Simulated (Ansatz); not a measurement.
## A computed series for Nb: pressure series

The reference is Nb in the bcc (W type) structure (space group Im-3m, No. 229).

```
Nb
1.0
   -1.65481     1.65481     1.65481
    1.65481    -1.65481     1.65481
    1.65481     1.65481    -1.65481
Nb
1
Direct
  0.00000   0.00000   0.00000
```

Cell and atoms are relaxed at each pressure.

Method: Kohn–Sham DFT with the PBE functional, run in Ansatz (an electronic-structure program) with PAW and 420 eV plane waves, no SOC.

Notes on the quantities. enthalpy: H = E + PV relative to the base's energy.

| change | lattice parameter a | enthalpy |
|---|---|---|
| base | 3.310 Å | – |
| pressure −2 GPa | 3.323 Å | -0.23 eV/atom |
| pressure −1 GPa | 3.316 Å | -0.11 eV/atom |
| pressure 3 GPa | 3.291 Å | +0.34 eV/atom |
| pressure 7 GPa | 3.268 Å | +0.78 eV/atom |
| pressure 15 GPa | 3.226 Å | +1.63 eV/atom |
| pressure 30 GPa | … | +3.15 eV/atom |
| pressure 50 GPa | 3.094 Å | +5.06 eV/atom |
| pressure 75 GPa | 3.023 Å | +7.30 eV/atom |
| pressure 100 GPa | … | +9.39 eV/atom |

### Question
What belongs in the blanks?

### Answer

- pressure 30 GPa, lattice parameter a: 3.163 Å
- pressure 100 GPa, lattice parameter a: 2.966 Å

Load acts through the strain it causes; cell and atoms are relaxed under it. No phonon test of stability was made. Competing high-pressure phases were not computed. All final runs are without spin polarisation.
